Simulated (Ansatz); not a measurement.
1T (CdI2-type) MgI2 was calculated with PBEsol (PAW; Ansatz, a program for electronic structure).

Run with plane-wave cutoff 560 eV, 12×12×6 k mesh (along the axes of the cell as run), perturbation theory, scalar-relativistic PAW data made under PBE.

The cell has the measured lattice parameters. Conventional cell: a = 4.1537 Å, b = 4.1537 Å, c = 6.8620 Å, α = 90.00°, β = 90.00°, γ = 120.00°.

Harmonic phonon frequencies (cm⁻¹; i marks an imaginary mode; at Γ without the LO shift):

```tsv
q point	frequencies
Γ	0 0 0 65 65 106 175 175 262
M	59 60 61 79 86 102 173 176 257
K	58 73 73 86 86 96 170 209 209
```

No imaginary mode appears at these points.

Note: the cell isn't this level's own, so it is under some stress, which shifts stiffness and frequencies.
